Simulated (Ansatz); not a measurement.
What uniaxial strain ε_zz = −1.80 % does to BN

Start from BN (space group P6_3/mmc, No. 194; a = 2.500 Å, c = 6.412 Å; layered, stacked along the Cartesian z axis). Axes: x lies along a and z along c of the hexagonal cell.

It is then changed as follows: the cell is compressed by 1.80 % along z with no lateral relaxation, atoms relaxed at fixed cell.

Calculations: PBEsol-D3(BJ)/PAW in Ansatz (a first-principles code), no spin-orbit coupling. k-mesh 15×15×5 (Γ-centred); smearing 0.05 eV (Fermi–Dirac).

```json
[
 {"quantity": "volume per atom", "base": "8.68 Å³", "changed": "8.52 Å³", "shift": "-0.16 Å³"},
 {"quantity": "space group", "base": "P6_3/mmc (No. 194)", "changed": "P6_3/mmc (No. 194)", "shift": "–"},
 {"quantity": "shortest interatomic distance", "base": "1.444 Å", "changed": "1.444 Å", "shift": "0.000 Å"},
 {"quantity": "energy relative to the base (free energy F)", "base": "0 meV/atom", "changed": "+0.3 meV/atom", "shift": "+0.3 meV/atom"},
 {"quantity": "pressure (mean of the normal stresses, compression positive)", "base": "0.00 GPa", "changed": "0.24 GPa", "shift": "+0.24 GPa"},
 {"quantity": "band gap", "base": "4.08 eV", "changed": "4.05 eV", "shift": "-0.037 eV"},
 {"quantity": "smallest direct gap", "base": "4.49 eV", "changed": "4.42 eV", "shift": "-0.065 eV"},
 {"quantity": "stress (xx, yy, zz, yz, xz, xy; compression positive)", "base": "–", "changed": "(0.02, 0.02, 0.66, 0.00, 0.00, 0.00) GPa", "shift": "–"}
]
```

Semilocal Kohn–Sham gaps tend to fall short of experiment. Stability against distortions was not tested.
